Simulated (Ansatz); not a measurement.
## BN: 6 layers

Base system: BN in the zinc blende structure (space group F-43m, No. 216; a = 3.606 Å). Axes: x, y, z lie along the cube axes.

One thing is altered: a free-standing slab of 6 layers (12 atoms, 2 a layer) is cut normal to [110], with 15 Å of vacuum and the in-plane cell held at bulk.

Calculations: Ansatz (an electronic-structure program) PBEsol, no spin-orbit coupling. Settings: 13×9×1 k-points, 0.05 eV Fermi–Dirac smearing, for the changed cell.

| quantity | base | changed | shift |
|---|---|---|---|
| layer's space group (with vacuum) | – | Pmn2_1 (No. 31) | – |
| shortest interatomic distance | 1.561 Å | 1.454 Å | -0.1076 Å |
| band gap | 4.30 eV | 2.37 eV | -1.93 eV |
| gap character | – | indirect, Γ → X | – |
| smallest direct gap | 8.81 eV | 3.00 eV | -5.804 eV |
| valence-band top at Γ (three highest levels, from the VBM) | 0.00, 0.00, 0.00 eV | 0.00, -0.54, -0.67 eV | – |
| excess energy per area of both faces (slab less bulk energy over the cell's area: twice a surface energy) | – | 6.29 J/m² | – |
| thickness between the outermost nuclei | – | 6.37 Å | – |
| change of the spacing d12 from its bulk value of 1.275 Å | – | -12.1 % | – |
| change of the spacing d23 from its bulk value of 1.275 Å | – | +4.1 % | – |

Final structure:

```yaml
crystal:
  lattice:
    - [2.54960, 0.00000, 0.00000]
    - [0.00000, 3.60568, 0.00000]
    - [0.00000, 0.00000, 21.37399]
  atoms:
    - { symbol: N, position: [0.75000, 0.47955, 0.35107] }
    - { symbol: B, position: [0.25000, 0.29520, 0.36114] }
    - { symbol: N, position: [0.25000, 0.98901, 0.40909] }
    - { symbol: B, position: [0.75000, 0.74645, 0.40793] }
    - { symbol: N, position: [0.75000, 0.49443, 0.47035] }
    - { symbol: B, position: [0.25000, 0.24536, 0.47089] }
    - { symbol: N, position: [0.25000, 0.99443, 0.52965] }
    - { symbol: B, position: [0.75000, 0.74536, 0.52911] }
    - { symbol: N, position: [0.75000, 0.48901, 0.59091] }
    - { symbol: B, position: [0.25000, 0.24645, 0.59207] }
    - { symbol: N, position: [0.25000, 0.97955, 0.64893] }
    - { symbol: B, position: [0.75000, 0.79520, 0.63886] }
```

The excess energy carries the mismatch between the slab's and the bulk's meshes. Whether these cells are dynamically stable was not tested. k-point labels follow each cell's own Brillouin zone.
